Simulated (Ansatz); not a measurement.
Results of r²SCAN in Ansatz (plane waves, hard PAW) for rock-salt NiO (model structure).

Run with plane-wave cutoff 1050 eV, 14×14×10 k mesh (along the axes of the cell as run), Fermi–Dirac smearing 0.05 eV, magnetic order afm1, spin-polarised with opposed moments.

Cell (relaxed at this level):

```cif
data_Ni4O4
_chemical_formula_sum 'Ni4 O4'
_space_group_name_H-M_alt 'Fm-3m'
_space_group_IT_number 225
_space_group_name_Hall '-F 4 2 3'
_cell_length_a 4.18932
_cell_length_b 4.18932
_cell_length_c 4.18932
_cell_angle_alpha 90.000
_cell_angle_beta 90.000
_cell_angle_gamma 90.000
loop_
_atom_site_label
_atom_site_type_symbol
_atom_site_symmetry_multiplicity
_atom_site_Wyckoff_symbol
_atom_site_fract_x
_atom_site_fract_y
_atom_site_fract_z
_atom_site_occupancy
Ni1 Ni 4 a 0.00000 0.00000 0.00000 1
O1 O 4 b 0.50000 0.50000 0.50000 1
```
(The calculation used a cell of 4 atoms; values per cell refer to that cell.)

### Question
Estimate the band gap that the calculation returns.

### Answer

band gap: 0.94 eV (on the SCF k mesh)

Note: the magnetic order was assumed, not searched for or taken from measurement.

The computed numbers hold no vibrational or temperature effects.

Computing time: roughly 9 core-minutes.

A model structure was made by putting elements into a prototype or built by hand; here it ended with the formula and space group of a phase in our tables.

Ansatz is a quantum-chemistry and plane-wave program.
